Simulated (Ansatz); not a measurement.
Ti2Ag (I4/mmm, No. 139; cell taken from a computed entry) was calculated with r²SCAN+rVV10 (Ansatz, an electronic-structure program, PAW).

Settings: plane-wave cutoff 560 eV, 26×26×26 k mesh, Fermi–Dirac smearing 0.05 eV, no spin polarisation, scalar-relativistic PAW data made under PBE.

Computed at the level's own relaxed cell.

Task: What does this level give for the lattice constant a and lattice parameter c?

Result: 
lattice constant a: 2.927 Å
lattice parameter c: 11.827 Å

The run finds no gap.

Note: the relaxation could not lower the start's symmetry, so the cell can be a saddle point above a distorted one.

Computed values are for the static lattice.

The result took roughly 21 core-minutes.
